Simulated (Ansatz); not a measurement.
ZnS (P3m1, No. 156, 36 atoms in the cell; start mp-556363; a measured phase of this formula has another space group)

Computed with r²SCAN+rVV10 in Ansatz (plane waves, PAW).

Run with plane-wave cutoff 560 eV, 12×12×1 k mesh (along the axes of the cell as run), Fermi–Dirac smearing 0.01 eV, scalar-relativistic PAW data made under PBE.

Cell (relaxed at this level):

Space group P3m1 (No. 156); a = 3.795 Å, b = 3.795 Å, c = 55.841 Å, α = 90.00°, β = 90.00°, γ = 120.00°

```tsv
atom	site	symmetry	x	y	z
Zn	1a	3m.	0.0000	0.0000	0.1666
Zn	1a	3m.	0.0000	0.0000	0.4444
Zn	1c	3m.	0.6667	0.3333	0.3334
Zn	1a	3m.	0.0000	0.0000	0.5556
Zn	1a	3m.	0.0000	0.0000	0.7222
Zn	1b	3m.	0.3333	0.6667	0.0556
Zn	1b	3m.	0.3333	0.6667	0.6111
Zn	1c	3m.	0.6667	0.3333	0.1111
Zn	1a	3m.	0.0000	0.0000	0.0001
Zn	1b	3m.	0.3333	0.6667	0.2222
Zn	1a	3m.	0.0000	0.0000	0.2779
Zn	1c	3m.	0.6667	0.3333	0.7779
Zn	1c	3m.	0.6667	0.3333	0.9445
Zn	1b	3m.	0.3333	0.6667	0.3889
Zn	1b	3m.	0.3333	0.6667	0.8334
Zn	1c	3m.	0.6667	0.3333	0.6666
Zn	1c	3m.	0.6667	0.3333	0.5000
Zn	1a	3m.	0.0000	0.0000	0.8889
S	1a	3m.	0.0000	0.0000	0.9305
S	1a	3m.	0.0000	0.0000	0.0417
S	1c	3m.	0.6667	0.3333	0.7083
S	1a	3m.	0.0000	0.0000	0.5972
S	1b	3m.	0.3333	0.6667	0.4305
S	1a	3m.	0.0000	0.0000	0.3195
S	1c	3m.	0.6667	0.3333	0.1527
S	1c	3m.	0.6667	0.3333	0.3750
S	1b	3m.	0.3333	0.6667	0.0972
S	1c	3m.	0.6667	0.3333	0.9862
S	1c	3m.	0.6667	0.3333	0.8195
S	1a	3m.	0.0000	0.0000	0.7639
S	1b	3m.	0.3333	0.6667	0.6527
S	1a	3m.	0.0000	0.0000	0.4860
S	1c	3m.	0.6667	0.3333	0.5417
S	1b	3m.	0.3333	0.6667	0.2639
S	1a	3m.	0.0000	0.0000	0.2083
S	1b	3m.	0.3333	0.6667	0.8750
```

```yaml
band_gap: 2.72 eV (direct)
```

Computed values are for the static lattice.

Computing time: roughly 23 core-minutes.

A start named mp-… is a Materials Project structure, which need not be a measured phase.

Ansatz is a first-principles code.
